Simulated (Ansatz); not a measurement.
BaInHO2 (model structure, started from the SrVO2H type, P4/mmm, No. 123, 5 atoms in the cell), treated with PBE0 in Ansatz (PAW).

Settings: plane-wave cutoff 460 eV, 6×6×6 k mesh, Fermi–Dirac smearing 0.01 eV, scalar-relativistic PAW data made under PBE.

Cell (relaxed with PBEsol):

Space group P4/mmm (No. 123); a = 4.2837 Å, b = 4.2837 Å, c = 3.8802 Å, α = 90.00°, β = 90.00°, γ = 90.00°

| atom | site | symmetry | x | y | z |
|---|---|---|---|---|---|
| Ba | 1d | 4/mmm | 0.5000 | 0.5000 | 0.5000 |
| In | 1a | 4/mmm | 0.0000 | 0.0000 | 0.0000 |
| O | 2f | mmm. | 0.0000 | 0.5000 | 0.0000 |
| H | 1b | 4/mmm | 0.0000 | 0.0000 | 0.5000 |

Estimate the band gap, smallest direct gap on the k points sampled and Γ–Γ gap that the calculation returns.


- band gap = 2.78 eV (on the SCF k mesh)
- smallest direct gap on the k points sampled = 3.44 eV
- Γ–Γ gap = 6.99 eV

Note: the relaxation could raise the start's symmetry but not lower it, so the cell can be a saddle point; cell and atoms aren't relaxed at this level (pressure 1.0 GPa).

Spin–orbit coupling is not included.

The computed numbers hold no vibrational or temperature effects.

Cost on a shared machine: about 2.7 core-minutes (a rough figure).

A model structure was made by putting elements into a prototype or built by hand; it is no filed structure, need not be a known phase, and can be a saddle point held by its symmetry.

Ansatz is an electronic-structure program.
